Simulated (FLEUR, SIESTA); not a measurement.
A SIESTA input for a self-consistent single point of TaF₃ (Pm-3m, 4 atoms in the cell) (DFT, GGA PBEsol, numerical atomic orbitals DZP, PseudoDojo PBEsol standard norm-conserving potentials (rewritten from UPF to PSML)):

```
# files in the folder: Ta.psml F.psml (PseudoDojo PBEsol standard)
SystemName  TaF3
SystemLabel siesta

NumberOfAtoms                4
NumberOfSpecies              2
%block ChemicalSpeciesLabel
  1 73 Ta
  2 9 F
%endblock ChemicalSpeciesLabel
LatticeConstant              1.0 Bohr
%block LatticeVectors
     7.716350810    0.000000000    0.000000000
     0.000000000    7.716350810    0.000000000
     0.000000000    0.000000000    7.716350810
%endblock LatticeVectors
AtomicCoordinatesFormat      Ang
%block AtomicCoordinatesAndAtomicSpecies
     0.000000000    0.000000000    0.000000000  1
     0.000000000    2.041658500    0.000000000  2
     2.041658500    0.000000000    0.000000000  2
     0.000000000    0.000000000    2.041658500  2
%endblock AtomicCoordinatesAndAtomicSpecies

XC.functional                GGA
XC.authors                   PBEsol
PAO.BasisSize                DZP
PAO.EnergyShift              0.01 Ry
MeshCutoff                   350 Ry
%block kgrid.MonkhorstPack
    9   0   0  0.0
    0   9   0  0.0
    0   0   9  0.0
%endblock kgrid.MonkhorstPack
OccupationFunction           MP
OccupationMPOrder            0
ElectronicTemperature        0.272 eV
Spin                         polarized
%block DM.InitSpin
  1 +1.00
  2 +0.00
  3 +0.00
  4 +0.00
%endblock DM.InitSpin

MaxSCFIterations             150
SCF.Mixer.Method             Pulay
SCF.Mixer.Weight             0.1
SCF.Mixer.History            8
SCF.DM.Tolerance             1.0E-04
Diag.ParallelOverK           true
WriteForces                  true
Charge.Mulliken              end
```

Translate this input to FLEUR.

One input that does it (others would too):

Input of the input generator:

```
TaF3 FLAPW
&input film=f /
7.7163508100 0.0000000000 0.0000000000
0.0000000000 7.7163508100 0.0000000000
0.0000000000 0.0000000000 7.7163508100
1.0
1.0 1.0 1.0

4
73 0.0000000000 0.0000000000 0.0000000000 : 1.00
9 0.0000000000 0.5000000000 0.0000000000 : 0.00
9 0.5000000000 0.0000000000 0.0000000000 : 0.00
9 0.0000000000 0.0000000000 0.5000000000 : 0.00

&comp jspins=2 /
&exco xctyp='PBEs' /
&kpt div1=9 div2=9 div3=9 /
&end /
```

```xml
<?xml version="1.0" encoding="UTF-8" standalone="no"?>
<fleurInput fleurInputVersion="0.39">
   <comment>
      TaF3 FLAPW                                                                                          
   </comment>
   <calculationSetup>
      <cutoffs Kmax="4.5" Gmax="13.5" GmaxXC="13.5" numbands="0"/>
      <scfLoop itmax="100" minDistance="0.00001" maxIterBroyd="15" imix="Anderson" alpha="0.05" precondParam="0.0" spinf="2.0"/>
      <coreElectrons ctail="T" frcor="F" kcrel="0" coretail_lmax="0"/>
      <xcFunctional name="PBEs" relativisticCorrections="F"/>
      <magnetism jspins="2"/>
      <soc l_soc="F" theta="0.0" phi="0.0" spav="F"/>
      <expertModes spex="0" secvar="F"/>
      <geometryOptimization l_f="T" forcealpha="1.0" forcemix="BFGS" epsdisp="0.00001" epsforce="0.00001"/>
      <ldaU l_linMix="F" mixParam="0.05" spinf="1.0"/>
   </calculationSetup>
   <cell>
      <bzIntegration valenceElectrons="48.0" mode="gauss" fermiSmearingEnergy="0.00999582">
         <kPointListSelection listName="default-1"/>
         <!-- k-points included here -->
         <xi:include xmlns:xi="http://www.w3.org/2001/XInclude" href="kpts.xml"> </xi:include>
      </bzIntegration>
      <!-- symmetry operations included here -->
      <xi:include xmlns:xi="http://www.w3.org/2001/XInclude" href="sym.xml"> </xi:include>
      <bulkLattice scale="1.0">
         <bravaisMatrix>
            <row-1>    7.7163508099999998     0.0000000000000000     0.0000000000000000</row-1>
            <row-2>    0.0000000000000000     7.7163508099999998     0.0000000000000000</row-2>
            <row-3>    0.0000000000000000     0.0000000000000000     7.7163508099999998</row-3>
         </bravaisMatrix>
      </bulkLattice>
   </cell>
   <atomSpecies>
      <species name="Tantalum (1.000" element="Ta" atomicNumber="73">
         <mtSphere radius="2.35" gridPoints="811" logIncrement="0.016"/>
         <atomicCutoffs lmax="10" lnonsphr="8"/>
         <electronConfig flipSpins="F">
            <coreConfig>(1s1/2) (2s1/2) (2p1/2) (2p3/2) (3s1/2) (3p1/2) (3p3/2) (4s1/2) (3d3/2) (3d5/2) (4p1/2) (4p3/2) (4d3/2) (4d5/2)</coreConfig>
            <valenceConfig>(5s1/2) (5p1/2) (5p3/2) (6s1/2) (4f5/2) (4f7/2) (5d3/2) (5d5/2)</valenceConfig>
            <stateOccupation state="(5d3/2)" spinUp="0.6" spinDown="0.6"/>
            <stateOccupation state="(5d5/2)" spinUp="1.4" spinDown="0.4"/>
         </electronConfig>
         <energyParameters s="6" p="6" d="5" f="5"/>
         <lo type="SCLO" l="0" n="5" eDeriv="0"/>
         <lo type="SCLO" l="1" n="5" eDeriv="0"/>
         <lo type="SCLO" l="3" n="4" eDeriv="0"/>
      </species>
      <species name="Fluorine (F)" element="F" atomicNumber="9">
         <mtSphere radius="1.33" gridPoints="461" logIncrement="0.023"/>
         <atomicCutoffs lmax="6" lnonsphr="4"/>
         <electronConfig flipSpins="F">
            <coreConfig>(1s1/2)</coreConfig>
            <valenceConfig>(2s1/2) (2p1/2) (2p3/2)</valenceConfig>
            <stateOccupation state="(2p1/2)" spinUp="0.8333333333" spinDown="0.8333333333"/>
            <stateOccupation state="(2p3/2)" spinUp="1.666666667" spinDown="1.666666667"/>
         </electronConfig>
         <energyParameters s="2" p="2" d="3" f="4"/>
      </species>
   </atomSpecies>
   <atomGroups>
      <atomGroup species="Tantalum (1.000">
         <relPos label="                   1">.0000000000 .0000000000 .0000000000</relPos>
         <force calculate="T" relaxXYZ="TTT"/>
      </atomGroup>
      <atomGroup species="Fluorine (F)">
         <relPos label="                   2">.0000000000 1.000/2.000 .0000000000</relPos>
         <relPos label="                   3">1.000/2.000 .0000000000 .0000000000</relPos>
         <relPos label="                   4">.0000000000 .0000000000 1.000/2.000</relPos>
         <force calculate="T" relaxXYZ="TTT"/>
      </atomGroup>
   </atomGroups>
   <output dos="F" band="F" slice="F">
      <checks vchk="F" cdinf="F"/>
      <bandDOS minEnergy="-.5*Htr" maxEnergy="0.5*Htr" sigma="0.015" storeEVData="T"/>
      <vacuumDOS vacdos="F" integ="F" star="F" nstars="0" locx1="0.0" locy1="0.0" locx2="0.0" locy2="0.0" nstm="0" tworkf="0.0"/>
      <unfoldingBand unfoldBand="F" supercellX="1" supercellY="1" supercellZ="1"/>
      <plotting iplot="0" polar="F">
         <plot TwoD="T" vec1="  1.0  0.0  0.0" vec2="  0.0  1.0  0.0" vec3="  0.0  0.0  1.0" zero="  0.0  0.0  0.0" file="plot"/>
      </plotting>
      <chargeDensitySlicing numkpt="0" minEigenval="0.0" maxEigenval="0.0" nnne="0" pallst="F"/>
      <specialOutput eonly="F"/>
      <magneticCircularDichroism mcd="F" energyLo="-10.0" energyUp="0.0"/>
   </output>
  <!-- We include the file relax.xml here to enable relaxations (see documentation) -->
  <xi:include xmlns:xi="http://www.w3.org/2001/XInclude" href="relax.xml"> <xi:fallback/> </xi:include>
</fleurInput>
```

Basis, cutoffs, solver keys and any potentials are the target program's own. This input uses DFT, PBEsol, all-electron FLAPW (FLEUR), scalar-relativistic valence. Both were run: size of the net moment 0.00 μB/atom in SIESTA and 0.00 in FLEUR.

On SIESTA: the starting cell comes from a database of computed structures (which also holds hypothetical and non-ambient phases and stackings), without a prior relaxation at this level. For this run, on top of that: lattice scaled by 0.98. Spin-orbit coupling is off. The starting moments vanished: the run ended non-magnetic. Values carry the incompleteness of an atom-centred basis.

On FLEUR: the starting cell comes from a database of computed structures (which also holds hypothetical and non-ambient phases and stackings), without a prior relaxation at this level. For this run, on top of that: lattice scaled by 0.98. Spin-orbit coupling is off. The starting moments vanished: the run ended non-magnetic. Values depend on the basis (sphere radii, cutoffs, local orbitals), which need not be converged.
